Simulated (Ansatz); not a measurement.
Formation energy of the bound charge states of As on the N site in metastable zinc-blende AlN (start: the N site; 64-site cell, 2×2×2 shifted sampling) against the Fermi level, Al-rich (Δμ(N) = -2.69 eV, Δμ(As) = -0.97 eV, bounded by zinc-blende AlAs; only phases computed here count, gases as isolated molecules at 0 K). The numbers are results of PBE, PAW (plane waves to 420 eV; Ansatz, an electronic-structure program), not measurements.

Cell and caveats: 64-site cell; 2×2×2 shifted k-points; host gap 3.31 eV; charged states image-corrected; not converged in cell size; flagged in the runs: a doubtful potential alignment.

Left out: charge −1 (carrier in host band states).

```json
[
 {"E_F − E_VBM (eV)": "0.00", "q = +1": "2.90", "q = 0": "3.56"},
 {"E_F − E_VBM (eV)": "0.41", "q = +1": "3.32", "q = 0": "3.56"},
 {"E_F − E_VBM (eV)": "0.83", "q = +1": "3.73", "q = 0": "3.56"},
 {"E_F − E_VBM (eV)": "1.24", "q = +1": "4.15", "q = 0": "3.56"},
 {"E_F − E_VBM (eV)": "1.66", "q = +1": "4.56", "q = 0": "3.56"},
 {"E_F − E_VBM (eV)": "2.07", "q = +1": "4.97", "q = 0": "3.56"},
 {"E_F − E_VBM (eV)": "2.48", "q = +1": "5.39", "q = 0": "3.56"},
 {"E_F − E_VBM (eV)": "2.90", "q = +1": "5.80", "q = 0": "3.56"},
 {"E_F − E_VBM (eV)": "3.31", "q = +1": "6.22", "q = 0": "3.56"}
]
```

Crossings of the lowest lines: (+1/0) at 0.65 eV.
